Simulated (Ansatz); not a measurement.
# ZnGeP2: transverse stress against strain

ZnGeP2 (chalcopyrite, I-42d, 20.503 Å³/atom and stress up to 0.01 GPa in the relaxed cell, c along z) under a strain ε along c (axis z), the other axes held. PBE in Ansatz, a plane-wave DFT program (PAW, default set), 420 eV, 9×9×9 Γ-centred mesh, Fermi-Dirac smearing 0.05 eV; ions are relaxed, or left where forces stay under 0.02 eV/Å, within the symmetry of each cell. Stress is positive for a compressed cell.

Here s stands for strain and y for stress xx.

```csv
strain (%),stress xx (GPa)
-3.00,?
-1.50,0.83
-0.75,0.40
0.00,0.00
0.75,-0.38
1.50,-0.73
```

Problem. Fit y against s with a straight line, and predict the withheld value at s = -3.00.

Solution. Means: s 0, y 0.024. About the means, the sum of products is -2.9250 and the sum of squares of s is 5.6250; the slope is their ratio. Least squares gives y = 0.024 - 0.5200·s. Residuals (row less fit): 0.026, -0.014, -0.024, -0.014, 0.026; standard error 0.028 (degrees of freedom: 3). The slope gives the elastic constant C13 = 52 ± 1 GPa (± standard error of the fit, which holds the terms cut off). At the withheld row, y = 0.024 - 0.5200 × (-3.00) = 1.584 GPa. The calculation gives 1.77 GPa, 0.186 GPa above the prediction (7.4 % of the range of y in the table). The row lies outside the fitted rows, so this is an extrapolation. From the scatter of the fitted rows alone, a prediction at this place has a standard error of 0.047 GPa, so the miss is 4.0 times that.

A polynomial of degree 2 through the 8 other runs of the series gives 1.76 there, so most of the miss is curvature that the fit leaves out. Rows are the converged runs of the series near zero and its far end; series whose fitted rows scatter by over a few per cent of the range, as at a crossing or softening among them, aren't shown in this form, nor equations of state whose B0' disagrees with the runs' pressures. Most that stay on the fit to the last digits aren't either.
